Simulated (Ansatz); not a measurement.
Levels about the gap of amorphous Hf₁₈O₂₇N₆ (51 atoms in a cell of 649 Å³, 9.54 g/cm³; zone centre alone, so wide bands show as single levels with stretches between that a denser mesh fills), at the geometry that PBE relaxed, where it gives -1.1 GPa on a denser mesh. The participation number counts the atoms over which a state spreads; weights are charges in smoothed Voronoi cells. The levels come from a single point, so bond lengths are those of that geometry. Method of the levels: PBE, scalar-relativistic without spin-orbit coupling (Ansatz, a quantum-chemistry and plane-wave program). Sampling: the zone centre alone; Fermi-Dirac width 0.02 eV; no spin polarisation.

A CHGNet melt-quench gave the starting glass, which DFT then relaxed. O and N atoms were pushed apart under 1.9 Å during the dynamics, to hinder bonds among them. The hot cell started wider than the set density and was brought back towards it in steps. It is the lowest in DFT energy of 3 quenches. It is a model cell: composition and starting density were chosen by hand, and all elements were melted together. No dispersion term was used. Its density started from a set value of 9.54 and ended at 9.54 g/cm³. Cooling (nominally 380 K/ps over its main leg) ran many orders faster than in experiment, which tends to leave more defects and strain. Values belong to this one cell and scatter from quench to quench. The volume was held where the preparation left it and the shape relaxed, at a PBE pressure of -1.1 GPa (tension). Stress components on the final sampling reach 1.2 GPa.

| E - E(highest filled), eV | filling | participation number | largest on | weight N | weight Hf | weight O |
|---|---|---|---|---|---|---|
| -0.52 | filled | 12.6 | N, 4 neighbours | 0.48 | 0.12 | 0.39 |
| -0.46 | filled | 18.7 | N, 4 neighbours | 0.37 | 0.11 | 0.52 |
| -0.40 | filled | 7.2 | N, 4 neighbours | 0.48 | 0.12 | 0.40 |
| -0.29 | filled | 9.8 | N, 4 neighbours | 0.54 | 0.12 | 0.33 |
| -0.19 | filled | 10.4 | N, 4 neighbours | 0.47 | 0.10 | 0.43 |
| -0.17 | filled | 10.1 | N, 4 neighbours | 0.53 | 0.12 | 0.36 |
| 0.00 | filled | 8.5 | N, 3 neighbours | 0.68 | 0.13 | 0.19 |
| 3.08 | empty | 17.6 | Hf, 6 neighbours | 0.08 | 0.60 | 0.32 |
| 3.34 | empty | 17.3 | Hf, 7 neighbours | 0.11 | 0.59 | 0.30 |
| 3.45 | empty | 23.4 | Hf, 6 neighbours | 0.07 | 0.63 | 0.31 |
| 3.67 | empty | 29.7 | Hf, 6 neighbours | 0.08 | 0.64 | 0.29 |
| 3.74 | empty | 32.2 | Hf, 6 neighbours | 0.10 | 0.62 | 0.29 |
| 3.76 | empty | 20.6 | Hf, 5 neighbours | 0.08 | 0.58 | 0.33 |
| 3.95 | empty | 27.8 | Hf, 6 neighbours | 0.10 | 0.62 | 0.28 |

Most localised among these is the filled level at -0.40 eV, on a N atom, which has 4 neighbours (Hf 2.04 Å, Hf 2.17 Å, Hf 2.24 Å, Hf 2.30 Å).
